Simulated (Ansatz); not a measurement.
## Effect of Hf → W on Hf

Consider Hf in the hcp (Mg type) structure (space group P6_3/mmc, No. 194; a = 3.198 Å, c = 5.047 Å).

One thing is altered: full substitution Hf → W, then cell and atoms are relaxed.

Method: Kohn–Sham DFT with the r2SCAN functional, run in Ansatz (a first-principles code) with PAW and 500 eV plane waves, no spin-orbit coupling, earlier PAW set. Γ-centred 19×19×10 mesh, Fermi–Dirac width 0.05 eV, for the changed cell.

| quantity | base | changed | shift |
|---|---|---|---|
| volume per atom | 22.35 Å³ | 16.31 Å³ | -6.04 Å³ |
| density | 13.26 g/cm³ | 18.71 g/cm³ | +5.45 g/cm³ |
| lattice parameter a | 3.198 Å | 2.756 Å | -0.442 Å |
| c/a ratio | 1.578 | 1.799 | +0.221 |
| space group | P6_3/mmc (No. 194) | P6_3/mmc (No. 194) | – |
| shortest interatomic distance | 3.127 Å | 2.756 Å | -0.371 Å |
| band gap | zero | zero | – |

Final structure:

```
CELL_PARAMETERS angstrom
      2.75626     0.00000     0.00000
     -1.37813     2.38699     0.00000
      0.00000     0.00000     4.95880
ATOMIC_POSITIONS crystal
  W  0.33333 0.66667 0.75000
  W  0.66667 0.33333 0.25000
```

Cost of the whole job for the changed cell (relaxation, final SCF and bands): around 70 core-seconds (rough).

Whether these cells are dynamically stable was not tested. For W in this form, whether it has been made was not checked. All final runs are without spin polarisation. This is not the structure that W has at room temperature and ambient pressure.
